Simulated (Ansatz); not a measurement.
Defect migration in beta Ga2O3: interstitial Ca, charge state +2. Computed with PBE, PAW (plane waves to 420 eV; Ansatz, an electronic-structure program).

Settings: 120 host sites, the relaxed PBE lattice, the Γ point alone, smearing 0.01 eV, spin-restricted, no image-charge correction. No zero-point or tunnelling terms. The charge state is imposed; whether it is stable for some Fermi level was not computed. Sites that were not tried may lie lower.

Barriers: single points on a 2×2×2 k-point mesh shifted by half a step at the bands' geometries.

The step: a concerted move, in which Ca travels most; the atom moves 1.69 Å along (0.04, 0.50, 0.10) of the unit cell; the moving atom starts with neighbours 2 Ga at 2.64; O at 2.06, 2 O at 2.18, 2 O at 2.48, O at 2.61 Å and ends with 2 Ga at 2.64; O at 2.06, 2 O at 2.18, 2 O at 2.48, O at 2.61 Å.

Q: Predict the migration barrier of this step from PBE, PAW.

A: 0.34 eV, the same both ways. At the saddle the moving atom has neighbours 2 Ga at 2.68; 2 O at 2.09, 2 O at 2.42, 2 O at 2.52 Å. The saddle point's order was not checked, and it lies on a symmetry element of the cell, where a band can be held.
